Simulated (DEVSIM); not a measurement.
Device: abrupt GaP n-p junction, at 300 K.

```
layer (left to right)  material  thickness (μm)  Nd (cm⁻³)  Na (cm⁻³)  τn (s)  τp (s)
---------------------  --------  --------------  ---------  ---------  ------  ------
1                           GaP            6.80     1.5e18          -    2e-6    2e-6
2                           GaP            48.0          -     6.8e16    2e-6    2e-6
```

Left contact: ohmic. Right contact: ohmic. Voltage is applied to the left contact. Recombination: SRH at mid-gap. Mobility is constant in doping. Where it depends on doping, it is μmin + (μ − μmin)/(1 + (N/Nref)^α).

Constants are typed, rounded textbook-type inputs, not results; the design itself was drawn at random and stands for no fabricated device. Values at 300 K. The table also holds parameters that only a changed run uses.

```csv
parameter,GaP
gap (eV),2.26
affinity (eV),3.8
permittivity,11.1
Nc (cm⁻³),1.8e19
Nv (cm⁻³),1.9e19
μn (cm²/Vs),250
μp (cm²/Vs),150
"μn,min",10
"μp,min",10
"Nref,n",4.4e18
"Nref,p",1e18
αn,0.8
αp,0.85
Cn (cm⁶/s),1e-30
Cp (cm⁶/s),1e-30
```

Model (solved in DEVSIM): 1D drift-diffusion, Boltzmann statistics, complete ionisation; no tunnelling, impact ionisation, image-force lowering or self-heating.

Base results: dark forward voltage at 100 A/cm² (V) 2.070; dark forward voltage at 1 A/cm² (V) 1.889.

Task: What follows from this one change: thickness of layer 2 48 → 240 μm?

Result: dark forward voltage at 100 A/cm² 2.070 → 2.645 V; dark forward voltage at 1 A/cm² 1.889 → 1.904 V.

Task: What follows from this one change: thickness of layer 1 6.8 → 2.4 μm?

Result: dark forward voltage at 100 A/cm² 2.070 → 2.077 V; dark forward voltage at 1 A/cm² 1.889 → 1.884 V.
